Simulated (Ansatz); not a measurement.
System: white tin (β-Sn). Method: RPBE (Ansatz, an electronic-structure program, PAW).

Run with plane-wave cutoff 520 eV, 20×20×20 k mesh, Fermi–Dirac smearing 0.05 eV, scalar-relativistic PAW data made under PBE.

Computed at the level's own relaxed cell.

**Question.** Estimate the pressure derivative B′ of the bulk modulus, volume per atom, equilibrium lattice constant a and bulk modulus that the calculation returns.

**Answer.** 
* **pressure derivative B′ of the bulk modulus**: 4.9
* **volume per atom**: 29.28 Å³/atom
* **equilibrium lattice constant a**: 6.004 Å
* **bulk modulus**: 43.1 GPa

The run finds no gap.

Measured, for comparison: lattice constant a 5.831 Å (293 K, not corrected to a static lattice; as tabulated in Wikipedia's data pages); bulk modulus 57.0 GPa (temperature not stated, not corrected to a static lattice; as tabulated in Chen et al. (2023), arXiv:2209.05059). Computed (rounded) less measured: lattice constant a +3.0 %, bulk modulus -24 %.

Note: the bulk modulus comes from volumes at which shape and atoms were relaxed.

Spin–orbit coupling is not included.

Static lattice: no zero-point or thermal effects.

It cost very roughly 6 core-minutes of CPU time.
